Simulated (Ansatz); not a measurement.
**Gaps of 6 crystals under biaxial stress in the (001) plane**

Cells relaxed with PBEsol to the stress (compression positive), bands by r2SCAN, rigid bands (plane waves, PAW, scalar-relativistic; Ansatz, a program for electronic structure). The strain is in the plane.

```
Crystal                gap unloaded (eV)  tension (GPa)  strain (%)  gap (eV)  compression (GPa)  strain (%)  gap (eV)
---------------------  -----------------  -------------  ----------  --------  -----------------  ----------  --------
rocksalt YN (Fm-3m)                0.541          -6.00        1.71     0.459               3.00       -0.73     0.494
rocksalt SrO (Fm-3m)               3.791          -1.80        0.92     3.727               3.60       -1.56     3.719
rocksalt CaO (Fm-3m)               4.195          -2.20        0.91     4.145               4.40       -1.54     4.139
zincblende BN (F-43m)              5.008          -9.00        1.05     4.711               9.00       -0.98     4.894
rocksalt MgO (Fm-3m)               5.614          -3.00        0.98     5.466               3.00       -0.87     5.716
rocksalt LiF (Fm-3m)              10.202          -1.20        0.92    10.078               1.20       -0.83    10.280
```

Question: Work out the change of the gap per unit strain on each side. Which crystal answers most strongly to tension, and does the size follow the gap?

Answer: 
| Crystal | tension (eV) | compression (eV) |
|---|---|---|
| YN (Fm-3m) | -4.8 | 6.4 |
| SrO (Fm-3m) | -7.0 | 4.6 |
| CaO (Fm-3m) | -5.5 | 3.6 |
| BN (F-43m) | -28 | 12 |
| MgO (Fm-3m) | -15 | -12 |
| LiF (Fm-3m) | -13 | -9.4 |

Strongest under tension, with those that 0.01 eV in the gaps can't tell from it: BN (F-43m). The rank correlation of the size under tension with the unloaded gap is 0.71. In 4 of 6 crystals the two values differ in sign, which marks a turning point of the gap near zero load.

Gaps are resolved to about 0.01 eV, and the values are means up to the load shown; the lowest valley can differ between crystals and loads. Every relaxation keeps its starting phase, so transitions and fracture can't show.
